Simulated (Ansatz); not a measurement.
**MgS (model structure, started from the HgTe type, Fm-3m, No. 225, 6 atoms in the cell)**

These are HSE06 (plane waves, PAW; Ansatz, a first-principles code) values and carry that method's errors.

Numerical settings: plane-wave cutoff 460 eV, 9×9×4 k mesh (along the axes of the cell as run), Fermi–Dirac smearing 0.01 eV, scalar-relativistic PAW data made under PBE.

Cell (relaxed with PBEsol):

```
MgS
1.0
    3.66421     0.00000     0.00000
   -1.83210     3.17329     0.00000
    0.00000     0.00000     8.97554
Mg S
3 3
Direct
  0.33332   0.33332   0.00000
  0.66668   0.00000   0.33333
  0.00000   0.66668   0.66667
  0.33335   0.33335   0.50000
  0.66665   0.00000   0.83333
  0.00000   0.66665   0.16667
```

| Property | Value |
|---|---|
| band gap | 3.83 eV (indirect) |
| smallest direct gap on the k points sampled | 4.86 eV |
| direct gap at Γ | 4.93 eV |

Note: cell and atoms aren't relaxed at this level (pressure 0.6 GPa).

The result took around 9 core-minutes (rough).

A model structure was made by putting elements into a prototype or built by hand; here it ended with the formula and space group of a phase in our tables.
